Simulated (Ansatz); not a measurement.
## Se (model structure, started from the diamond type, Fd-3m, No. 227, 2 atoms in the cell)

The numbers are results of r²SCAN+rVV10 (plane waves, PAW; Ansatz, a program for electronic structure), not measurements.

Numerical settings: plane-wave cutoff 560 eV, 18×18×18 k mesh, Fermi–Dirac smearing 0.05 eV, scalar-relativistic PAW data made under PBE.

Cell (relaxed at this level):

```cif
data_Se2
_chemical_formula_sum 'Se2'
_space_group_name_H-M_alt 'P 1'
_space_group_IT_number 1
_cell_length_a 4.42298
_cell_length_b 4.42298
_cell_length_c 4.42298
_cell_angle_alpha 60.000
_cell_angle_beta 60.000
_cell_angle_gamma 60.000
loop_
_space_group_symop_operation_xyz
  'x, y, z'
loop_
_atom_site_label
_atom_site_type_symbol
_atom_site_fract_x
_atom_site_fract_y
_atom_site_fract_z
_atom_site_occupancy
Se1 Se 0.25000 0.25000 0.25000 1
Se2 Se 0.00000 0.00000 0.00000 1
```

band gap: none

Note: the relaxation could raise the start's symmetry but not lower it, so the cell can be a saddle point.

Spin–orbit coupling is not included.

A model structure was made by putting elements into a prototype or built by hand; it is no filed structure, need not be a known phase, and can be a saddle point held by its symmetry.
